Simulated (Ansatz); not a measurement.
Where the default PAW files enter, the runs use the earlier of Ansatz's two default sets.

Given:

```
O2Si
1.0
    2.69349     0.00000     0.00000
    0.00000     4.23317     0.00000
    0.00000     0.00000     4.23317
Si O
2 4
Direct
  0.50000   0.50000   0.50000
  0.00000   0.00000   0.00000
  0.00000   0.69316   0.69316
  0.00000   0.30684   0.30684
  0.50000   0.19316   0.80684
  0.50000   0.80684   0.19316
```

Space group of this cell: P4_2/mnm, rutile. The cell is taken as given; by r2SCAN its mean pressure is -9.7 GPa.

Computed with r2SCAN (plane waves, PAW; Ansatz, an electronic-structure program).

The current runs along the normal of the first two printed vectors; no spin-orbit coupling. Scaled by the factor s: all lengths (ions clamped). Meshes 12×8×8 and 12×8 across the current in all rows.

```tsv
s	mean pressure (GPa)	band gap (eV)
0.98	10.7	7.10
1.00	-9.7	5.97
1.02	-25.2	?
```

Task: Take the slope of the band gap against ln s from the two given rows, extrapolate to s = 1.02, and say what the run there gives.

Result: Slope = (7.10 − 5.97) / ln 0.98 = -55.9 eV. The line gives 5.97 + (-55.9) × ln 1.02 = 4.86 eV. The run gives 4.94 eV, 0.08 eV over the line, 7 % of the predicted step.
